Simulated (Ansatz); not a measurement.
**A computed series for Si: response to strain**

Consider Si in the diamond structure (space group Fd-3m, No. 227; a = 5.444 Å). Axes: x, y, z lie along the cube axes.

Strains are applied to the cell and any free atomic positions relax; under biaxial strain the out-of-plane vector relaxes too.

Method: plane-wave PAW DFT at the r2SCAN level (Ansatz, an electronic-structure program, 500 eV), no spin-orbit coupling.

Notes on the quantities. energy relative to the base: free energy F; in-plane stress: mean in-plane stress (compression positive).

```json
[
 {"change": "base", "energy relative to the base": "0 meV/atom", "out-of-plane strain": "–", "band gap": "0.78 eV", "in-plane stress": "–"},
 {"change": "biaxial strain −2.50 %, plane normal [111], relaxed out of plane", "energy relative to the base": "+19 meV/atom", "out-of-plane strain": "+1.11 %", "band gap": "0.51 eV", "in-plane stress": "+6.2 GPa"},
 {"change": "biaxial strain −2.08 %, plane normal [111], relaxed out of plane", "energy relative to the base": "…", "out-of-plane strain": "…", "band gap": "…", "in-plane stress": "…"},
 {"change": "biaxial strain −1.67 %, plane normal [111], relaxed out of plane", "energy relative to the base": "+8.3 meV/atom", "out-of-plane strain": "+0.73 %", "band gap": "0.61 eV", "in-plane stress": "+4.1 GPa"},
 {"change": "biaxial strain −1.25 %, plane normal [111], relaxed out of plane", "energy relative to the base": "+4.6 meV/atom", "out-of-plane strain": "+0.54 %", "band gap": "0.66 eV", "in-plane stress": "+3.0 GPa"},
 {"change": "biaxial strain −0.83 %, plane normal [111], relaxed out of plane", "energy relative to the base": "+2.0 meV/atom", "out-of-plane strain": "+0.35 %", "band gap": "0.71 eV", "in-plane stress": "+2.0 GPa"},
 {"change": "biaxial strain −0.42 %, plane normal [111], relaxed out of plane", "energy relative to the base": "+0.5 meV/atom", "out-of-plane strain": "+0.17 %", "band gap": "0.74 eV", "in-plane stress": "+1.0 GPa"}
]
```

Q: Fill in the withheld entries from the trend.

A: 
- biaxial strain −2.08 %, plane normal [111], relaxed out of plane, energy relative to the base: +13 meV/atom
- biaxial strain −2.08 %, plane normal [111], relaxed out of plane, out-of-plane strain: +0.91 %
- biaxial strain −2.08 %, plane normal [111], relaxed out of plane, band gap: 0.56 eV
- biaxial strain −2.08 %, plane normal [111], relaxed out of plane, in-plane stress: +5.1 GPa

No phonon test of stability was made.
